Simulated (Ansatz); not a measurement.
The reference is AlN in the zinc blende structure (space group F-43m, No. 216; a = 4.403 Å).

(Cell as relaxed with PBE.)

Levels (all Ansatz, an electronic-structure program, PAW): PBE (420 eV, no spin-orbit coupling); r2SCAN (500 eV, without spin-orbit coupling).

Each level relaxes its own structure.

```json
[
 {"base": "volume per atom", "PBE": "10.67 Å³", "r2SCAN": "10.43 Å³"},
 {"base": "lattice parameter a", "PBE": "4.403 Å", "r2SCAN": "4.370 Å"},
 {"base": "band gap", "PBE": "3.31 eV", "r2SCAN": "3.94 eV"}
]
```

The change: cell and atoms relaxed at a pressure of 1.5 GPa.

```csv
quantity,PBE,r2SCAN
volume per atom,10.59 Å³,10.36 Å³
electron mass,"0.53 mₑ along k, 0.33 mₑ across (at X)","0.51 mₑ along k, 0.33 mₑ across (at X)"
"valley order (the lowest conduction-band minima on the path, energy above the VBM, named in the base's zone)",X along ⟨100⟩ 3.32 eV; Γ 4.04 eV,X along ⟨100⟩ 3.95 eV; Γ 4.91 eV
```

PBE's volume per atom lies 0.23 Å³ above r2SCAN's (2.3 %); both order the valleys alike. Neither level is exact; r2SCAN is the comparison here, not a measurement.

Load acts through the strain it causes; cell and atoms are relaxed under it. Effective masses come from finite differences of ±0.01 Å⁻¹. Along k means along the line from Γ to the band edge. Whether these cells are dynamically stable was not tested. This is not the structure that AlN has at room temperature and ambient pressure.
